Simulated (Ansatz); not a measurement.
The reference is WC (space group P-6m2, No. 187; relaxed with 0.1 eV smearing).

```
CELL_PARAMETERS angstrom
      2.91268     0.00000     0.00000
     -1.45634     2.52245     0.00000
      0.00000     0.00000     2.83536
ATOMIC_POSITIONS crystal
  W  0.00000 0.00000 0.00000
  C  0.66667 0.33333 0.50000
```

Cartesian axes are those of the cell as printed.

Method: r2SCAN (Ansatz, a program for electronic structure; PAW; 500 eV plane waves; spin-orbit coupling left out).

Base values:

The volume per atom comes out as 10.42 Å³.

Now apply this change: biaxial strain +2.36 %, plane normal [001], relaxed out of plane (Cartesian); in-plane vectors clamped, the third vector and the atoms free.

Problem. Predict the new volume per atom.

Solution. The volume per atom rises by 0.41 Å³ to 10.83 Å³.

Problem. Estimate the effect on the in-plane stress.

Solution. The mean in-plane stress (compression positive) comes out as -19.5 GPa.

Whether these cells are dynamically stable was not tested. The final runs are not spin-polarised.
